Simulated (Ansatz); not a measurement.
## A computed series for Ir: response to strain

Base system: Ir in the fcc (Cu type) structure (space group Fm-3m, No. 225; a = 3.8311 Å; relaxed with 0.1 eV smearing). Axes: x, y, z lie along the cube axes.

Strains are applied to the cell and any free atomic positions relax; under biaxial strain the out-of-plane vector relaxes too.

Method: PBEsol/PAW in Ansatz (a program for electronic structure), no spin-orbit coupling.

Notes on the quantities. in-plane stress: mean in-plane stress (compression positive); energy relative to the base: free energy F.

| change | shortest interatomic distance | in-plane stress | out-of-plane strain | energy relative to the base |
|---|---|---|---|---|
| base | 2.709 Å | – | – | 0 meV/atom |
| biaxial strain −3.00 %, plane normal [001], relaxed out of plane | 2.628 Å | +24.2 GPa | +2.49 % | +60 meV/atom |
| biaxial strain −2.00 %, plane normal [001], relaxed out of plane | 2.655 Å | +15.4 GPa | +1.64 % | +26 meV/atom |
| biaxial strain −1.50 %, plane normal [001], relaxed out of plane | 2.668 Å | +11.2 GPa | +1.22 % | +14 meV/atom |
| biaxial strain −1.00 %, plane normal [001], relaxed out of plane | 2.682 Å | +7.3 GPa | +0.81 % | +6.3 meV/atom |
| biaxial strain −0.50 %, plane normal [001], relaxed out of plane | 2.695 Å | +3.6 GPa | +0.40 % | +1.5 meV/atom |
| biaxial strain +0.50 %, plane normal [001], relaxed out of plane | 2.710 Å | -3.4 GPa | -0.40 % | +1.5 meV/atom |
| biaxial strain +1.00 %, plane normal [001], relaxed out of plane | 2.712 Å | -6.6 GPa | -0.79 % | +5.9 meV/atom |
| biaxial strain +2.50 %, plane normal [001], relaxed out of plane | 2.717 Å | -15.2 GPa | -1.96 % | +35 meV/atom |
| biaxial strain +3.00 %, plane normal [001], relaxed out of plane | 2.719 Å | -17.8 GPa | -2.35 % | +50 meV/atom |

Stability against distortions was not tested. The final runs are not spin-polarised.
